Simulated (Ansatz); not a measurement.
**What isotropic strain −3.00 % does to GaP**

Base system: GaP in the zinc blende structure (space group F-43m, No. 216; a = 5.451 Å).

Perturbation: the cell is scaled by 0.9700 in all directions; the atoms relax in the strained cell.

Computed with r2SCAN (Ansatz, a first-principles code; PAW; 500 eV plane waves; no spin-orbit coupling). Settings: 10×10×10 k-points, 0.05 eV Fermi–Dirac smearing.

- Volume per atom = 18.48 Å³ (base 20.25 Å³)
- Space group = F-43m (No. 216) (base F-43m (No. 216))
- Shortest interatomic distance = 2.290 Å (base 2.360 Å)
- Energy relative to the base (free energy F) = +50 meV/atom
- Pressure = 9.79 GPa (base 0.00 GPa)
- Band gap = 1.67 eV (base 1.85 eV)
- Gap character = indirect, Γ → Γ–X (87 % along) (base indirect, Γ → Γ–X (87 % along))
- Smallest direct gap = 3.18 eV (base 2.36 eV)
- Mean gap deformation potential ΔEg/Δln V = +1.9 eV
- Width of the top valence band = 4.02 eV (base 3.54 eV)
- Electron mass = 1.2 mₑ along k, 0.22 mₑ across (off the special points) (base 1.1 mₑ along k, 0.23 mₑ across (off the special points))
- Hole mass (degenerate bands, along [100]) = 0.16, 0.33, 0.33 mₑ (at Γ) (base 0.13, 0.37, 0.37 mₑ (at Γ))
- Valley order (the lowest conduction-band minima on the path, energy above the VBM, named in the base's zone) = a point along ⟨100⟩, about 1.0 Å⁻¹ from Γ 1.67 eV; L along ⟨111⟩ 2.34 eV; Γ 3.18 eV (base a point along ⟨100⟩, about 1.0 Å⁻¹ from Γ 1.85 eV; L along ⟨111⟩ 2.04 eV; Γ 2.36 eV)

Masses are band curvatures over ±0.01 Å⁻¹ around the edge. Along k means along the line from Γ to the band edge. Whether these cells are dynamically stable was not tested.
